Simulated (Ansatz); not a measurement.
The parent structure is As in the A7 type structure (space group R-3m, No. 166; a = 3.7454 Å, c = 9.7545 Å (hexagonal axes); layered).

Method: Kohn–Sham DFT with the PBEsol-D3(BJ) functional, run in Ansatz (a first-principles code) with PAW and 420 eV plane waves, spin-orbit coupling left out.

One change was made to it. Results:

| quantity | base | after |
|---|---|---|
| volume per atom | 19.75 Å³ | 19.32 Å³ |
| c/a ratio | 2.604 | 2.581 |

Q: Name the change that was made.
A. pressure −1 GPa
B. pressure 3 GPa
C. pressure 0.7 GPa
D. pressure −2 GPa
E. pressure 1.5 GPa

A: E, pressure 1.5 GPa. For comparison, the volume per atom in the other runs: pressure 0.7 GPa gives 19.54 Å³; pressure −1 GPa gives 20.07 Å³; pressure 3 GPa gives 18.94 Å³; pressure −2 GPa gives 20.45 Å³.

Load acts through the strain it causes; cell and atoms are relaxed under it. Stability against distortions was not tested.
